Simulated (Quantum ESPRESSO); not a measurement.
## A short convergence ladder for LaOF (P4/nmm, 6 atoms in the cell)

```xyz
6
Lattice="4.0896 0.0000 0.0000 0.0000 4.0896 0.0000 0.0000 0.0000 5.8430" Properties=species:S:1:pos:R:3 pbc="T T T"
La     2.0448     0.0000     4.1819
La     0.0000     2.0448     1.6611
O      0.0000     0.0000     2.9215
O      2.0448     2.0448     2.9215
F      2.0448     2.0448     0.0000
F      0.0000     0.0000     0.0000
```

Base method: LDA (PZ), GBRV 1.5 ultrasoft (LDA) pseudopotentials (plane waves; Quantum ESPRESSO).

Base settings: ecutwfc = 40 Ry; ecutrho = 200 Ry; occupations = smearing; smearing = fermi-dirac; degauss = 0.0036749 Ry; potentials = {La: la_lda_v1.uspp.F.UPF, O: o_lda_v1.2.uspp.F.UPF, F: f_lda_v1.4.uspp.F.UPF}; K_POINTS = automatic 3 3 2 0 0 0; conv_thr = 1e-10 Ry.

**Zone-centre phonons against the cutoff**

In this ladder: occupations = fixed; smearing = default; degauss = default; nbnd = 28; ph.x.tr2_ph = 1e-14; ph.x.fildyn = dyn.G; ph.x.epsil = true; dynmat.x.fildyn = dyn.G; dynmat.x.asr = crystal. Moved along: ecutrho.

The mesh stays at the base's, so the ladder's end is converged at best in this setting alone.

Frequencies are those of the unrelaxed cell, without the LO-TO term of polar crystals.

Only quantities that move along the ladder and can be compared are tabulated; the gap is left out on so coarse a mesh.

| ecutwfc | highest zone-centre frequency (cm⁻¹) | lowest optical frequency (cm⁻¹) | largest Born charge (mean of the diagonal) (e) | mean ε∞ |
|---|---|---|---|---|
| 20 Ry | 437.3 | 108.3 | 3.624 | 3.589 |
| 24 Ry | 476.7 | 114.4 | 3.738 | 3.576 |
| 34 Ry | 468.5 | 113.9 | 3.914 | 3.590 |
| 40 Ry | 468.4 | 113.9 | 3.933 | 3.592 |

Coarsest ecutwfc that holds the highest zone-centre frequency within 1 cm⁻¹ of the last step, with all finer ones: 34 Ry; the step before is off by 8.3 cm⁻¹.

Coarsest ecutwfc that holds the lowest optical frequency within 5 cm⁻¹ of the last step, with all finer ones: 24 Ry; the step before is off by 5.7 cm⁻¹.

Coarsest ecutwfc that holds the mean ε∞ within 0.01 of the last step, with all finer ones: 34 Ry; the step before is off by 0.015.

On the base run: the starting cell comes from a database of computed structures (which also holds hypothetical and non-ambient phases and stackings), without a prior relaxation at this level. Its lattice was rescaled by up to half a per cent. In the base run, with a pressure of about -7 GPa the cell is away from its equilibrium volume at this level.
